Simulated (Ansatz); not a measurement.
The starting structures come from a database of crystals and need not be the phases stable at ambient conditions.

Data:

```xyz
9
Lattice="7.6604 0.0000 0.0000 -2.2173 7.3325 0.0000 2.7216 3.6663 6.1509" Properties=species:S:1:pos:R:3 pbc="T T T"
Cs     1.6129     7.3325     3.0755
Cs     6.5518     3.6663     3.0755
Pd     0.0000     0.0000     0.0000
I      3.5795     4.8219     0.0000
I      1.8637     2.5106     0.0000
Br     5.4431     7.3325     2.4826
Br     2.7216     3.6663     3.6683
Br     5.6670     1.4798     0.0000
Br    -0.2239     5.8527     0.0000
```

Space group of this cell: I4/mmm. The cell is taken as given; by PBEsol its mean pressure is -1.8 GPa.

Transport runs along the normal of the first two printed cell vectors, the (110) plane of the conventional cell.

The gap is the functional's own, uncorrected, and κ follows it; spin-orbit coupling is left out. Mid-gap values are interpolated between the computed energies.

**Question.** Estimate the band gap and the smallest decay constant κ at mid-gap that PBEsol run with Ansatz (a quantum-chemistry and plane-wave program) returns for this system.

**Answer.** Gap 0.63 eV on a 6×6×6 mesh; κ = 0.199 1/Å, at (0.500, 0.500) of the in-plane reciprocal vectors. At the zone centre, at the nearest computed energy, the slowest state has κ = 0.20 1/Å.
